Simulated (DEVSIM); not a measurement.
Structure: abrupt InP p-n junction, at 300 K.

```tsv
layer (left to right)	material	thickness (μm)	Nd (cm⁻³)	Na (cm⁻³)	τn (s)	τp (s)
1	InP	0.650	-	2.8e17	3.3e-8	3.3e-8
2	InP	4.50	7.2e14	-	3.3e-8	3.3e-8
```

Left contact: ohmic. Right contact: ohmic. Voltage is applied to the left contact. Recombination: SRH at mid-gap, radiative, Auger. Mobility is constant in doping.

The device is made up for the run: typed textbook-type constants, with dimensions and the other settings drawn at random. Values at 300 K.

| parameter | InP |
|---|---|
| gap (eV) | 1.344 |
| affinity (eV) | 4.38 |
| permittivity | 12.5 |
| Nc (cm⁻³) | 5.7e17 |
| Nv (cm⁻³) | 1.1e19 |
| μn (cm²/Vs) | 5200 |
| μp (cm²/Vs) | 170 |
| B (cm³/s) | 1.2e-10 |
| Cn (cm⁶/s) | 9e-31 |
| Cp (cm⁶/s) | 9e-31 |

Model (solved in DEVSIM): 1D drift-diffusion, Boltzmann statistics, complete ionisation; no tunnelling, impact ionisation, image-force lowering or self-heating.

The thickness of layer 1 was swept, all else fixed.

```json
[
 {"thickness of layer 1 (μm)": "0.13", "dark forward voltage at 1 A/cm² (V)": "0.883", "dark forward voltage at 100 A/cm² (V)": "1.033"},
 {"thickness of layer 1 (μm)": "0.23", "dark forward voltage at 1 A/cm² (V)": "0.893", "dark forward voltage at 100 A/cm² (V)": "1.042"},
 {"thickness of layer 1 (μm)": "0.39", "dark forward voltage at 1 A/cm² (V)": "0.900", "dark forward voltage at 100 A/cm² (V)": "1.050"},
 {"thickness of layer 1 (μm)": "0.65", "dark forward voltage at 1 A/cm² (V)": "0.906", "dark forward voltage at 100 A/cm² (V)": "1.060"},
 {"thickness of layer 1 (μm)": "1.1", "dark forward voltage at 1 A/cm² (V)": "0.910", "dark forward voltage at 100 A/cm² (V)": "1.069"},
 {"thickness of layer 1 (μm)": "2", "dark forward voltage at 1 A/cm² (V)": "0.913", "dark forward voltage at 100 A/cm² (V)": "1.079"},
 {"thickness of layer 1 (μm)": "3.2", "dark forward voltage at 1 A/cm² (V)": "0.915", "dark forward voltage at 100 A/cm² (V)": "1.086"}
]
```

From the first row to the last the dark forward voltage at 1 A/cm² goes from 0.883 to 0.915. From the first row to the last the dark forward voltage at 100 A/cm² goes from 1.033 to 1.086.
